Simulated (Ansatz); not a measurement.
Base system: BAs in the zinc blende structure (space group F-43m, No. 216; a = 4.7679 Å).

Now apply this change: a fraction x = 0.25 of the B sites is given to Ga, ordered in a cell of 8 atoms (starting symmetry Amm2) and fully relaxed.

The other end (x = 1) is GaAs in the zinc blende structure (space group F-43m, No. 216): 22.65 Å³/atom, gap 0.42 eV.

Levels (all Ansatz, a first-principles code, PAW): PBEsol (420 eV, no spin-orbit coupling); r2SCAN (500 eV, spin-orbit coupling left out).

The geometry is relaxed with PBEsol.

```
Item                                  Value
--------------------------  ---------------
PBEsol band gap                     0.21 eV
PBEsol smallest direct gap          0.37 eV
PBEsol pressure                    0.00 GPa
PBEsol gap character        indirect, Γ → T
```

**Question.** What does r2SCAN give at this geometry for the band gap, smallest direct gap, pressure and gap character?

**Answer.** The band gap increases by 0.33 eV (0.21 eV → 0.54 eV); the smallest direct gap increases by 0.343 eV to 0.72 eV; the pressure goes from zero to 1.21 GPa; the gap character (in this cell's own zone, which can be folded) stays indirect, Γ → T.

Single points use the geometry relaxed with PBEsol. Their cutoffs differ, which shifts pressures a little. Each cell is one ordered arrangement of few atoms, which overstates ordering effects compared with a random alloy. Stability against distortions was not tested. The zero or small gap of GaB3As4 can change with the level of theory. Labels are those of the standard path for the cell's own space group.
